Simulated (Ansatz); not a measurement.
A relaxation of the atoms of ZrTiTe4 (Pm, 6 atoms in the cell) with Ansatz (an electronic-structure program).

Computed with LDA (PW92), default PAW files made with PBE (plane waves; Ansatz).

The change in words: one atom moved by 0.15 angstrom; relax: default → atoms; relax.f_tol: default → 0.05 eV/Å. Reference geometry:
```
ZrTiTe4
1.0
    6.77217     0.00000     0.00000
    0.00000     3.91310     0.00000
   -0.01398     0.00000     6.84798
Zr Ti Te
1 1 4
Direct
  0.50000   0.50000   0.00000
  0.00000   0.00000   0.00000
  0.84443   0.50000   0.24704
  0.15557   0.50000   0.75296
  0.32374   0.00000   0.25562
  0.67626   0.00000   0.74438
```

Reference input (self-consistent single point, DFT, LDA (PW92), plane waves, default PAW files made with PBE): basis.ecutwfc = 420 eV; kpoints.mp_grid.grid = 3 7 3; hamiltonian.xc = lda; hamiltonian.pseudopotentials = {kind: paw} (the program's default PAW files); scf.occupations.method = gaussian; scf.occupations.width = 0.1 eV. This run's input differs from it in these lines:

```diff
@@ -7,3 +7,3 @@
   atoms:
-    - { symbol: Zr, position: [0.500000, 0.500000, 0.000000] }
+    - { symbol: Zr, position: [0.500045, 0.500000, 0.021904] }
     - { symbol: Ti, position: [0.000000, 0.000000, 0.000000] }
@@ -22,2 +22,4 @@
   occupations: { method: gaussian, width: 0.1 }
+relax:
+  f_tol: 0.05
 output:
```

Output, abridged:

```
   [... SCF lines of the steps left out ...]
relax step   1: F+E_penalty+E_count = -33840.98903231 eV  Δ(F+E_penalty+E_count) = +0.000e0 eV  max|allowed force component| = 1.216e0 eV/Å  Δτ_max = 0.0000 Å  (6 SCF iters, dr2 threshold 6.25e-5 eV, accepted)
relax step   2: F+E_penalty+E_count = -33841.03772996 eV  Δ(F+E_penalty+E_count) = -4.870e-2 eV  max|allowed force component| = 7.078e-1 eV/Å  Δτ_max = 0.1745 Å  (5 SCF iters, dr2 threshold 9.24e-5 eV, accepted)
relax step   3: F+E_penalty+E_count = -33841.08404081 eV  Δ(F+E_penalty+E_count) = -4.631e-2 eV  max|allowed force component| = 9.040e-2 eV/Å  Δτ_max = 0.0747 Å  (5 SCF iters, dr2 threshold 3.13e-5 eV, accepted)
relax step   4: F+E_penalty+E_count = -33841.08483036 eV  Δ(F+E_penalty+E_count) = -7.896e-4 eV  max|allowed force component| = 6.396e-2 eV/Å  Δτ_max = 0.0239 Å  (6 SCF iters, accepted)
relax step   5: F+E_penalty+E_count = -33841.08586131 eV  Δ(F+E_penalty+E_count) = -1.031e-3 eV  max|allowed force component| = 1.791e-3 eV/Å  Δτ_max = 0.0106 Å  (5 SCF iters, accepted)
the relaxation is at rest under the 2 symmetry operations that the run kept from its start: a minimum is not shown …
Stability not checked: this state was not tested for a lower state beside it, because too few of the mixer's solves of this state at the end of the SCF gave a …
Free energy (F): -33841.085861 eV
Internal energy: -33841.071712 eV  (E = F + TS)
E sigma→0 (E₀):  -33841.078787 eV
Entropy (-TS):   -0.014149 eV (-2.358 meV/atom)
Fermi energy:    8.879665 eV
--- Forces (eV/Å), atoms counted from 1 ---
  atom   1  Zr    -0.00026345     0.00000000    -0.00012125
   [... lines left out ...]
    - { symbol: Ti, position: [-5.589614950828808e-6, 0.0, 0.0036416772917901474] }
    - { symbol: Te, position: [0.8449174824294771, 0.5, 0.2480646805924368] }
    - { symbol: Te, position: [0.1551026146800805, 0.5, 0.75925841145621] }
    - { symbol: Te, position: [0.3225528332172638, 0.0, 0.25665614698458133] }
    - { symbol: Te, position: [0.6774558623827575, 0.0, 0.7506258151867233] }
```

The run converged.  The full log also holds: “iter 5 did not close the SCF: its close was put off for the readings that it lacked (scf_convergence_deferred on its scf_iter line)”.

Summary of the result:
```
Item                                                     Result
-----------------------------------------------  --------------
Free energy E − TS (on the zero of these files)  -33841.0859 eV
Fermi level (on the code's own zero)                    8.88 eV
Pressure                                              -3.40 GPa
Largest force (vector length)                        0.002 eV/Å
Relaxation steps                                              5
```

The starting cell comes from a database of computed structures (which also holds hypothetical and non-ambient phases and stackings), without a prior relaxation at this level. Its lattice was rescaled by up to half a per cent. For this run, on top of that: one atom moved by 0.15 angstrom. Spin polarisation is off, so a magnetic state, if there is one, cannot be reached. Ansatz's pressure includes its estimate of the finite-basis (Pulay) stress.

Cost on one core of a shared machine: roughly 70 s.

Keys are those of Ansatz 0.2.
